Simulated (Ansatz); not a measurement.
The starting structures come from a database of crystals and need not be the phases stable at ambient conditions.

Data:

```
CELL_PARAMETERS angstrom
      6.83429     0.00000     0.00000
      0.00000     8.50962     0.00000
      3.41715     4.25481     3.41715
ATOMIC_POSITIONS crystal
  Au 0.25000 0.37500 0.50000
  Au 0.75000 0.87500 0.00000
  Au 0.75000 0.87500 0.50000
  Au 0.25000 0.87500 0.00000
  Cl 0.00000 0.30871 0.00000
  Cl 0.50000 0.05871 0.00000
  Cl 0.50000 0.44129 0.00000
  Cl 0.00000 0.69129 0.00000
```

The cell was relaxed by PBE-D3(BJ).

Transport runs along the normal of the first two printed cell vectors, the (100) plane of the conventional cell.

No gap correction and no spin-orbit coupling; mid-gap is the computed energy nearest the middle.

Problem. Estimate the band gap and the smallest decay constant κ at mid-gap that Ansatz (an electronic-structure program) with r2SCAN returns for this system.

Solution. Gap 1.92 eV on a 10×10×10 mesh; κ = 0.181 1/Å, at the zone centre.
